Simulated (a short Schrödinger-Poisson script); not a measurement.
Solved with a short Schrödinger-Poisson script written for these runs: 1D Poisson equation in equilibrium, electrons quantum, Hartree (BenDaniel-Duke, 12 states a valley, the channel's in-plane mass for all, wave functions ending at the dielectric), parabolic valleys, classical holes, full ionisation, no traps, pinning or gate leakage.

Structure: symmetric double-gate stack, SiO2 on p-type InP, at 300 K.

From the gate side: 0.9 nm SiO2; 4 nm InP, acceptors 3e15 cm⁻³; 0.9 nm SiO2.

Constants are typed, rounded textbook-type inputs, not results; the design itself was drawn at random and stands for no fabricated device. SiO2: permittivity 3.9, conduction-band edge (eV) 3.48, gap (eV) 9, electron mass (mₑ) 0.5. InP: permittivity 12.5, conduction-band edge (eV) 0, gap (eV) 1.344, Nv at 300 K (cm⁻³) 1.1e19.

Channel valleys (confinement mass, in-plane density-of-states mass, number): Γ 0.08, 0.08, 1. At the gates, both at one voltage, the conduction-band edge of layer 1 lies 3.61 eV − eVg above the Fermi level of the channel. Gaps are held at their typed values at every temperature. Mesh 0.03 nm at interfaces.

Give the capacitance of both gates at Vg = 0.85 V (μF/cm²); the sheet density of all electrons at Vg = 0.25 V (cm⁻²); the lowest subband against the Fermi level at Vg = 0.85 V (meV).

capacitance of both gates at Vg = 0.85 V (μF/cm²): 2.70; sheet density of all electrons at Vg = 0.25 V (cm⁻²): 1.04e9; lowest subband against the Fermi level at Vg = 0.85 V (meV): -215. Above a few 1e12 electrons/cm² a light Γ valley is non-parabolic and upper valleys begin to fill, which the model leaves out.
